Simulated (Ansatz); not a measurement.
Y under a change: pressure −1 GPa

Consider Y in the hcp (Mg type) structure (space group P6_3/mmc, No. 194; a = 3.5994 Å, c = 5.5871 Å).

The change: hydrostatic tension (pressure −1 GPa).

The values are results of Kohn–Sham DFT with the PBEsol functional, run in Ansatz (a quantum-chemistry and plane-wave program) with PAW and 420 eV plane waves, without spin-orbit coupling, not measurements. Γ-centred 15×15×9 mesh, Fermi–Dirac width 0.05 eV.

| quantity | base | changed | shift |
|---|---|---|---|
| volume per atom | 31.34 Å³ | 32.12 Å³ | +0.773 Å³ |
| density | 4.71 g/cm³ | 4.60 g/cm³ | -0.11 g/cm³ |
| lattice parameter a | 3.599 Å | 3.629 Å | +0.030 Å |
| c/a ratio | 1.552 | 1.552 | -0.0006 |
| enthalpy H = E + PV relative to the base's energy | – | -0.20 eV/atom | – |
| band gap | zero | zero | – |

Final structure:

```
Y
1.0
    3.62920     0.00000     0.00000
   -1.81460     3.14298     0.00000
    0.00000     0.00000     5.63126
Y
2
Direct
  0.66667   0.33333   0.75000
  0.33333   0.66667   0.25000
```

Load acts through the strain it causes; cell and atoms are relaxed under it. Stability against distortions was not tested. All final runs are without spin polarisation.
